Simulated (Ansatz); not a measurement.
**GaN: response to strain**

The parent structure is GaN in the wurtzite structure (space group P6_3mc, No. 186).

```
GaN
1.0
    3.21837     0.00000     0.00000
   -1.60918     2.78719     0.00000
    0.00000     0.00000     5.24320
Ga N
2 2
Direct
  0.33333   0.66667   0.00014
  0.66667   0.33333   0.50014
  0.33333   0.66667   0.37686
  0.66667   0.33333   0.87686
```

Strains are applied to the cell and any free atomic positions relax.

The values are results of DFT with PBE, PAW potentials and a 420 eV plane-wave cutoff in Ansatz (a quantum-chemistry and plane-wave program), scalar-relativistic without spin-orbit coupling, not measurements.

```
isotropic strain (%)  band gap (eV)
--------------------  -------------
0                              1.71
0.6                            1.59
1.2                               ?
1.8                            1.36
2.4                            1.24
3                              1.13
```

Question: Fit E_g = E₀ + Dε (ε in %) to the rows shown and predict the withheld row.

Answer: Least squares on the printed values gives E₀ = 1.71 eV, D = -194 meV per % of strain (largest residual 0.00 eV); this predicts 1.48 eV, and the run gives 1.47 eV, in agreement.

Stability against distortions was not tested.
